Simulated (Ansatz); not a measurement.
# NH2 on the 1x1 (110) surface of bcc Ta, one in a 2x2 cell, started at the site 'hollow Ta-Ta-Ta'

Calculation: r2SCAN, at the PBE geometry (plane waves to 500 eV, PAW; Ansatz, a first-principles code).

Set-up: 19 atoms, 6.8 Å thick at the start under the adsorbate (thin: gaps and levels are the slab's own); mesh 5x5x1; 0.1 eV smearing; dipole correction on; single point; no symmetry held, on the structure that PBE left; no spin, no spin-orbit, no U, no dispersion correction. At the end it is bonded to 3 Ta. In PBE it is, or lies within 0.03 eV of, the lowest of the starts that converged; the order may differ at this level.

```json
{
 "adsorption energy against NH3(g) − ½ H2(g) at the same level": "-1.45 eV",
 "work_function_of_the_top_face": "3.48 eV",
 "change_of_the_work_function": "-1.40 eV",
 "change_of_the_step_from_the_bottom_to_the_top_vacuum_level_against_the_clean_slab": "-1.38 eV",
 "height of the binding atom over the mean of the host atoms within 0.3 Å of the top one": "1.535 Å",
 "nearest_host_atoms_of_the_binding_atom": "Ta at 2.26 Å, Ta at 2.26 Å, Ta at 2.60 Å",
 "cost": "around 7 core-minutes (rough)"
}
```

A negative adsorption energy means that the adsorbate is more stable on the surface than in its reference.
